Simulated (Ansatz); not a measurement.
Results of r²SCAN in Ansatz (PAW) for Sr₂TaNO₃ (Immm, No. 71, 7 atoms in the cell; start mp-1218704).

Numerical settings: plane-wave cutoff 560 eV, 12×12×12 k mesh, Fermi–Dirac smearing 0.01 eV, scalar-relativistic PAW data made under PBE.

Cell (relaxed at this level):

```
Sr2TaNO3
1.0
   -2.00214     2.02698     6.33147
    2.00214    -2.02698     6.33147
    2.00214     2.02698    -6.33147
Sr Ta N O
2 1 1 3
Cartesian
  0.00000   0.00000   8.17106
  0.00000   0.00000   4.49188
  0.00000   0.00000   0.00000
  0.00000   2.02698   0.00000
  0.00000   0.00000  10.63041
  0.00000   0.00000   2.03252
  2.00214   0.00000   0.00000
```

Task: Give the computed band gap and bulk modulus.

Result: 
- band gap: 1.07 eV (on the SCF k mesh)
- bulk modulus: 147 GPa

Note: the relaxation could not lower the start's symmetry, so the cell can be a saddle point above a distorted one; the bulk modulus is −V dP/dV from two relaxed cells at ±2 % in volume.

Spin–orbit coupling is not included.

A start named mp-… is a Materials Project structure, which need not be a measured phase.

Ansatz is a first-principles code.
